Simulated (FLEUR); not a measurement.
**Converging the basis cutoff: Au (Fm-3m, 1 atom in the cell)**

```xyz
1
Lattice="0.0000 2.0339 2.0339 2.0339 0.0000 2.0339 2.0339 2.0339 0.0000" Properties=species:S:1:pos:R:3 pbc="T T T"
Au     0.0000     0.0000     0.0000
```

Method: PBEsol, all-electron FLAPW (FLEUR), scalar-relativistic valence run with FLEUR.

Base settings: Kmax = 4 1/bohr; GmaxXC = 14 1/bohr; xcFunctional = PBEs; jspins = 1; l_soc = F; mode = hist; fermiSmearingEnergy = 0.00367493 Htr; mesh (inpgen div1-3) = 5 5 5; inpgen gamma flag = false; Gmax = 14 1/bohr.

Moved along: Gmax, GmaxXC.

The mesh stays at the base's, so the ladder's end is converged at best in this setting alone.

Only quantities that move along the ladder and can be compared are tabulated.

The starting cell has typed, rounded lattice constants, without a prior relaxation at this level. Its lattice was rescaled by up to half a per cent. Values depend on the basis (sphere radii, cutoffs, local orbitals), which need not be converged.

Steps (Kmax): 2.37 1/bohr; 2.53 1/bohr; 2.83 1/bohr; 2.97 1/bohr; 3.1 1/bohr; 3.35 1/bohr; 3.58 1/bohr; 3.79 1/bohr; 4 1/bohr; 4.2 1/bohr; 4.38 1/bohr; 4.65 1/bohr; 4.9 1/bohr; 5.29 1/bohr.

Question: What is the coarsest Kmax that holds the free energy within 2 meV/atom?

Answer: Not settled: the last two steps still differ by 2.8 meV/atom, over half the tolerance, so the ladder does not show it.

```tsv
Kmax	free energy less the last step's (meV/atom)
2.37 1/bohr	5401.51
2.53 1/bohr	3181.09
2.83 1/bohr	962.60
2.97 1/bohr	620.67
3.1 1/bohr	378.43
3.35 1/bohr	131.36
3.58 1/bohr	62.09
3.79 1/bohr	31.10
4 1/bohr	18.11
4.2 1/bohr	11.30
4.38 1/bohr	8.23
4.65 1/bohr	4.94
4.9 1/bohr	2.76
5.29 1/bohr	0.00
```

Left out of this page: 1 run of the series failed or unconverged.
